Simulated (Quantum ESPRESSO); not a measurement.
Input and output of a self-consistent single point for Si3N4 (P1, 14 atoms in the cell) (Quantum ESPRESSO).

Method of the run: PBEsol, GBRV 1.5 ultrasoft (PBESOL) pseudopotentials (plane waves; Quantum ESPRESSO 7.5).

```xyz
14
Lattice="7.6045 0.0000 0.0000 -3.8023 6.5857 0.0000 0.0000 0.0000 2.9052" Properties=species:S:1:pos:R:3 pbc="T T T"
Si    -1.4028     5.4709     2.1647
Si     5.1093     1.1676     0.6966
Si     2.2027     1.4699     0.7270
Si     1.5914     5.0734     2.1585
Si    -0.1870     2.7190     2.1538
Si     4.0136     3.9199     0.6469
N     -0.0224     4.4374     2.2056
N      3.7788     2.1187     0.7295
N      4.8513     4.3949     2.2003
N     -0.9413     2.2158     0.7527
N     -1.3878     6.3662     0.7100
N      5.2269     0.1861     2.2784
N      1.3993     1.9595     2.2319
N      2.3840     4.6007     0.6804
```

Reference input (self-consistent single point, DFT, PBEsol, plane waves, GBRV 1.5 ultrasoft (PBESOL) pseudopotentials): ecutwfc = 40 Ry; ecutrho = 200 Ry; occupations = smearing; smearing = gauss; degauss = 0.00147 Ry; potentials = {Si: si_pbesol_v1.uspp.F.UPF, N: n_pbesol_v1.2.uspp.F.UPF}; K_POINTS = automatic 2 2 6 0 0 0; conv_thr = 1e-08 Ry; mixing_beta = 0.3. This run's input differs from it in these lines:

```diff
@@ -12,4 +12,4 @@
    ntyp = 2
-   ecutwfc = 40
-   ecutrho = 200
+   ecutwfc = 28
+   ecutrho = 140
    occupations = 'smearing'
```

Output, abridged:

```
     Self-consistent Calculation

     iteration #  1     ecut=    28.00 Ry     beta= 0.30

---- Real-time Memory Report at c_bands before calling an iterative solver
           128 MiB given to the printing process from OS
            52 MiB allocation reported by mallinfo(arena+hblkhd)
------------------

     total energy              =    -218.83276555 Ry
     estimated scf accuracy    <       3.86356037 Ry

     iteration #  2     ecut=    28.00 Ry     beta= 0.30

---- Real-time Memory Report at c_bands before calling an iterative solver
           178 MiB given to the printing process from OS
   [... lines left out ...]

---- Real-time Memory Report at c_bands before calling an iterative solver
           184 MiB given to the printing process from OS
            81 MiB allocation reported by mallinfo(arena+hblkhd)
------------------

     total energy              =    -219.17034241 Ry
     estimated scf accuracy    <       0.00000002 Ry

     iteration # 11     ecut=    28.00 Ry     beta= 0.30

---- Real-time Memory Report at c_bands before calling an iterative solver
           184 MiB given to the printing process from OS
            81 MiB allocation reported by mallinfo(arena+hblkhd)
------------------
     End of self-consistent calculation

     the Fermi energy is     9.0022 ev

!    total energy              =    -219.17034248 Ry
     estimated scf accuracy    <          1.4E-09 Ry
     smearing contrib. (-TS)   =      -0.00000000 Ry
     internal energy E=F+TS    =    -219.17034248 Ry

     convergence has been achieved in  11 iterations

     Forces acting on atoms (cartesian axes, Ry/au):

     atom    1 type  1   force =     0.03672983   -0.05423876    0.00124743
     atom    2 type  1   force =     0.15011653   -0.01868430    0.10693459
     atom    3 type  1   force =    -0.02880571    0.04131846    0.04699623
     atom    4 type  1   force =    -0.03543433   -0.00357437   -0.01393595
     atom    5 type  1   force =     0.01108793   -0.00614862    0.06446660
   [... lines left out ...]

     Total force =     0.366989     Total SCF correction =     0.000039

          total   stress  (Ry/bohr**3)                   (kbar)     P=      -48.91
  -0.00044769  -0.00017733   0.00005220          -65.86      -26.09        7.68
  -0.00017733  -0.00032530   0.00007286          -26.09      -47.85       10.72
   0.00005220   0.00007286  -0.00022440            7.68       10.72      -33.01

   JOB DONE.
```

The run converged in 11 iterations. Against the reference run the free energy goes up by 103 meV/atom, the pressure goes from 4.82 to -4.89 GPa, the largest force goes from 4.747 to 4.763 eV/Å and the gap on the mesh goes from 4.004 to 3.991 eV.

The starting cell comes from a database of computed structures (which also holds hypothetical and non-ambient phases and stackings), without a prior relaxation at this level. Its atoms were displaced at random from the sites of space group no. 176. Forces in this geometry exceed 1 eV/Å. At the lowered cutoff the pressure carries the error of an incomplete plane-wave basis.

Cost on one core of a shared machine: roughly 40 s.
